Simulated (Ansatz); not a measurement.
Start from TiO$_{2}$ in the anatase structure (space group I4_1/amd, No. 141; a = 3.7698 Å, c = 9.5517 Å).

The values are results of PBEsol, PAW, 420 eV (Ansatz, a program for electronic structure; spin-orbit coupling left out), not measurements.

For the base:

```
Item                                Value
-----------------------------  ----------
Shortest interatomic distance    192.8 pm
Density                        3.91 g/cm³
Band gap                          2.11 eV
```

Perturbation: hydrostatic tension (pressure −2 GPa).

Problem. Estimate the effect on the shortest interatomic distance.

Solution. The shortest interatomic distance rises by 0.6 pm, from 192.8 pm to 193.4 pm.

Problem. What happens to the density?

Solution. The density shrinks by 0.043 g/cm³, from 3.91 g/cm³ to 3.86 g/cm³.

Problem. What does the calculation give for the band gap after the change?

Solution. The band gap increases by 0.01 eV, from 2.11 eV to 2.12 eV.

Load acts through the strain it causes; cell and atoms are relaxed under it. Stability against distortions was not tested. All final runs are without spin polarisation.
